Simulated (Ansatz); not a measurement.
The parent structure is SiC in the zinc blende structure (space group F-43m, No. 216; a = 4.356 Å). Axes: x, y, z lie along the cube axes.

Method: r2SCAN/PAW in Ansatz (a first-principles code), no spin-orbit coupling.

For the base:

| Quantity | Result |
|---|---|
| Band gap | 1.71 eV |
| Shortest interatomic distance | 1.886 Å |

One thing is altered: compressive biaxial strain of 3.00 % in the plane normal to [001], as in epitaxy on a mismatched substrate; the out-of-plane cell vector and the atoms relax.

### Question
What does the calculation give for the band gap after the change?

### Answer
The band gap shrinks by 0.307 eV to 1.41 eV.

### Question
Predict the new ratio −ε⊥/ε∥.

### Answer
The ratio −ε⊥/ε∥ comes out as 0.63.

### Question
What does the calculation give for the shortest interatomic distance after the change?

### Answer
The shortest interatomic distance decreases by 0.025 Å, from 1.886 Å to 1.861 Å.

No phonon test of stability was made.
